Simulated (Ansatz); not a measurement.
# A self-consistent single point of ZrSnO3 (Pm-3m, 5 atoms in the cell) with Ansatz

Level of theory: PBEsol, default PAW files made with PBE (plane waves; Ansatz, an electronic-structure program).

Input:

Ansatz 0.2 input:
```yaml
crystal:
  lattice:
    - [3.932304, 0.000000, 0.000000]
    - [0.000000, 3.932304, 0.000000]
    - [0.000000, 0.000000, 3.932304]
  atoms:
    - { symbol: Sn, position: [0.000000, 0.000000, 0.000000] }
    - { symbol: Zr, position: [0.500000, 0.500000, 0.500000] }
    - { symbol: O, position: [0.000000, 0.500000, 0.500000] }
    - { symbol: O, position: [0.500000, 0.500000, 0.000000] }
    - { symbol: O, position: [0.500000, 0.000000, 0.500000] }
kpoints:
  mp_grid: { grid: [4, 4, 4], shift: [0.5, 0.5, 0.5] }
hamiltonian:
  xc: pbesol
  pseudopotentials: { kind: paw }
scf:
  occupations: { method: methfessel_paxton, width: 0.272 }
output:
  forces: true
  eigenvalues: true
  stress: true
```

Log, with long lists cut:

```
WARN basis.ecutwfc = 420 eV, the default
WARN ansatz: RAYON_NUM_THREADS=1 ignored (pool sized by the plan → 1); use --threads N
Pseudopotentials: kind: paw
Pseudopotential: Sn, paw, valence charge 14
Pseudopotential: Zr, paw, valence charge 12
Pseudopotential: O, paw, valence charge 6
Crystal: 5 atoms, lattice volume = 60.805 Å³
Basis set: ecut = 420 eV, 1213 PW (Γ), exchange–correlation on 54×54×54 points (8 copies of the dense FFT grid, shifted against one another)
Bands: 27, of which v1, the nominal top of the filled ones, is band 22 counted from 1 (21 counted from 0)
Symmetry: 48 space group operations
Space group: Pm-3m (ITA 221), of the structure as read, at distance tolerance 3.9e-5 Å
k-points: 4 of 64
PAW frozen core: Sn, regenerated for the run's functional, and the local potential with it
PAW frozen core: Zr, regenerated for the run's functional, and the local potential with it
PAW frozen core: O, regenerated for the run's functional, and the local potential with it
Initial density: superposition of atomic densities (neutral atoms: chi_scale 0, normalization atom), corrected by the library's trained network
Initial wavefunctions: pseudopotential atomic-orbital guess
Eigensolver: davidson
Functional: x = pbesol(κ = 0.804, μ = 0.12345679012345678), c = pbesol(β = 0.046)
SCF iter   1: F=—  HF=-11764.267101 eV  |F-HF|=—  |Δ(HF+E_count)|=         —  Δρ=1.89e-2  dr2=1.83e-1  ethr=1.77e-3  ⟨swp⟩=5.5  Hψ=465  notcnv=0
all-band conjugate gradients solve this SCF's bands
preconditioner: auto → Resta (q_TF=auto, 2.585 Å⁻¹)
SCF iter   2: F=—  HF=-11764.221898 eV  |F-HF|=—  |Δ(HF+E_count)|=   4.52e-2  S|Δr|=    0.00e0  Δρ=4.28e-3  dr2=5.60e-3  ethr=4.16e-4  ⟨swp⟩=2.0  Hψ=175  notcnv=0
SCF iter   3: F=—  HF=-11764.220622 eV  |F-HF|=—  |Δ(HF+E_count)|=   1.28e-3  S|Δr|=    0.00e0  Δρ=1.39e-3  dr2=6.19e-4  ethr=1.27e-5  ⟨swp⟩=2.0  Hψ=155  notcnv=0
SCF iter   4: F=—  HF=-11764.220647 eV  |F-HF|=—  |Δ(HF+E_count)|=   2.54e-5  S|Δr|=    0.00e0  Δρ=2.24e-4  dr2=1.94e-5  ethr=1.41e-6  ⟨swp⟩=2.5  Hψ=192  notcnv=0
SCF iter   5: F=—  HF=-11764.221273 eV  |F-HF|=—  |Δ(HF+E_count)|=   6.26e-4  S|Δr|=    0.00e0  Δρ=4.33e-5  dr2=5.92e-7  ethr=4.41e-8  ⟨swp⟩=3.0  Hψ=210  notcnv=0
SCF iter   6: F=-11764.221273 eV  HF=-11764.221273 eV  |F-HF|=1.30e-8  |Δ(HF+E_count)|=   5.60e-7  S|Δr|=    0.00e0  Δρ=6.12e-6  dr2=2.00e-8  ethr=2.27e-10  ⟨swp⟩=8.8  Hψ=503  notcnv=0
SCF 1 converged in 6 iterations: F = -11764.221273 eV  dr2 = 2.00e-8
SCF converged after 6 iterations
Stability not checked (fill_not_monotonic)
Free energy (F): -11764.221273 eV
Harris-Foulkes:  -11764.221273 eV  (|F-HF|=1.30e-8)
Internal energy: -11764.221273 eV  (E = F + TS)
E sigma→0 (E₀):  -11764.221273 eV
Fermi energy:    13.126485 eV
Step filling:    the computed levels leave a gap of 3.2645 eV = 12.0 smearing widths
--- Per-component energies (eV) ---
  E_band       = -88.931163
  E_kinetic    = 1065.064513
  E_local      = -2112.895697  (includes V_loc(G=0)·N_el)
  E_nonlocal   = 191.138949
  E_hartree    = 939.811360
  E_xc         = -767.312060
  E_vxc        = -578.944832  (∫ρ·V_xc dr)
  E_paw        = -7416.110607  (= ΣΔE_a)
  E_vpaw       = -532.928411  (= ΣTr[D̂ρ^β])
  E_aug_tail   = 0.007262  (compensation charges beyond the density's cutoff)
  E_ewald      = -3664.481418
  E_core_change = 0.556424  (= ΣΔE_core)
  E_smearing   = 0.000000  (= −TS)
  E_closure    = -0.000000  (closes the sum)
  Σ components = -11764.221273   (vs F -11764.221273, Δ=0.00e0)
--- Forces (eV/Å), atoms counted from 1 ---
  atom   1  Sn    -0.00000000    -0.00000000    -0.00000000
   [... zero for the other atoms too ...]
  max |Σ_I F_I| component: 5.93e-29 eV/Å
--- Stress (GPa, compression-positive) ---
       33.915665      -0.000000       0.000000
       -0.000000      33.915665       0.000000
        0.000000       0.000000      33.915665
  P = ⅓ Tr σ = 33.9157 GPa (339.157 kbar)
  The stress holds the Pulay correction. Without it, at fixed plane waves, as pw.x and ABINIT print it: P = 33.1747 GPa
--- Band table (eV) ---
  k-point 0: bands = ["-34.5751", "-13.2126", "-13.2055", "-13.2055", "-8.7802", "-8.7802", "-8.7465", "-8.7462", "-8.7462", "-5.6081", "-5.0757", "-5.0757", "5.8832", "8.2417", "8.2417", "9.4561", "9.5441", "9.5441", "10.0915", "10.4912", [...]
  k-point 1: bands = ["-34.5684", "-13.6299", "-13.1964", "-13.1946", "-8.7688", "-8.7612", "-8.7529", "-8.7472", "-8.7458", "-5.3614", "-5.0716", "-3.8285", "5.0388", "7.4694", "7.5765", "8.5341", "8.9548", "9.5481", "10.0775", "10.4889", [...]
  k-point 2: bands = ["-34.5618", "-13.6145", "-13.6107", "-13.1826", "-8.7882", "-8.7556", "-8.7551", "-8.7543", "-8.7317", "-5.1357", "-3.8198", "-3.7599", "4.5208", "7.2008", "7.3383", "7.5839", "7.8372", "9.4857", "9.6311", "10.4090", "10.7850", [...]
  k-point 3: bands = ["-34.5553", "-13.6020", "-13.5998", "-13.5998", "-8.7700", "-8.7616", "-8.7616", "-8.7300", "-8.7300", "-3.7741", "-3.7017", "-3.7017", "5.0567", "6.0946", "6.0946", "7.3186", "7.3186", "8.2113", "8.8512", "10.8703", "10.8703", [...]
```

The run converged in 6 iterations.

The starting cell was generated: these elements placed on a structure prototype, without a prior relaxation; it need not be a known phase or ordering of this composition. Its lattice was rescaled by a random factor within 2.5 % of one. With a pressure of about 34 GPa the cell is away from its equilibrium volume at this level. Ansatz's pressure includes its estimate of the finite-basis (Pulay) stress. Without the estimate this run gives 33.17 GPa. Another mesh or the band path of this cell gives a smaller gap, so this value is not converged in the mesh.
